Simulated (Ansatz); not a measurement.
Si3N4 (P6₃/m, No. 176) was calculated with PBEsol in Ansatz (PAW).

Run with plane-wave cutoff 520 eV, 6×6×12 k mesh (along the axes of the cell as run), scalar-relativistic PAW data made under PBE.

Computed at the level's own relaxed cell.

Elastic tensor (GPa, Voigt notation, ions relaxed):

```
  407.3   190.2   113.3     0.0     0.0     0.0
  190.2   407.3   113.3     0.0     0.0     0.0
  113.3   113.3   531.6     0.0     0.0     0.0
    0.0     0.0     0.0    96.5     0.0     0.0
    0.0     0.0     0.0     0.0    96.5     0.0
    0.0     0.0     0.0     0.0     0.0   108.6
```

Problem. Work out the Voigt, Reuss and Hill averages of the bulk and shear moduli, Young's modulus and Poisson's ratio from the printed constants.

Solution. K_V = [C11 + C22 + C33 + 2(C12 + C13 + C23)]/9 = [1346.2 + 2 × 416.8]/9 = 242.2 GPa. G_V = [1346.2 − 416.8 + 3 × 301.6]/15 = 122.3 GPa. From the compliances S = C⁻¹, K_R = 241.8 and G_R = 113.3 GPa. Hill means: K = 242.0, G = 117.8 GPa. E = 9KG/(3K + G) = 304 GPa, ν = (3K − 2G)/(6K + 2G) = 0.29, K/G = 2.05.

Computed values are for the static lattice.

Ansatz is a quantum-chemistry and plane-wave program.
